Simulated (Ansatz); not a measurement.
HfGeO₃ (model structure, started from the PbTiO3 type, P4mm, No. 99, 5 atoms in the cell) was calculated with HSE06 (plane waves, PAW; Ansatz, a quantum-chemistry and plane-wave program).

Numerical settings: plane-wave cutoff 460 eV, 6×6×6 k mesh, Fermi–Dirac smearing 0.01 eV, scalar-relativistic PAW data made under PBE.

Cell (relaxed with PBEsol):

```
HfGeO3
1.0
    3.99594     0.00000     0.00000
    0.00000     3.99594     0.00000
    0.00000     0.00000     4.24590
Hf Ge O
1 1 3
Direct
  0.50000   0.50000   0.56912
  0.00000   0.00000   0.18998
  0.00000   0.50000   0.45526
  0.50000   0.00000   0.45526
  0.50000   0.50000   0.02058
```

Question: Predict the band gap, smallest direct gap on the k points sampled and Γ–Γ gap.

Answer: 
band gap: 2.31 eV (on the SCF k mesh)
smallest direct gap on the k points sampled: 3.62 eV
Γ–Γ gap: 5.16 eV

Note: the relaxation could raise the start's symmetry but not lower it, so the cell can be a saddle point; cell and atoms aren't relaxed at this level (largest force component 0.13 eV/Å, pressure 1.2 GPa).

Spin–orbit coupling is not included.

The computed numbers hold no vibrational or temperature effects.

Cost on a shared machine: very roughly 2.6 core-minutes.

A model structure was made by putting elements into a prototype or built by hand; it is no filed structure, need not be a known phase, and can be a saddle point held by its symmetry.
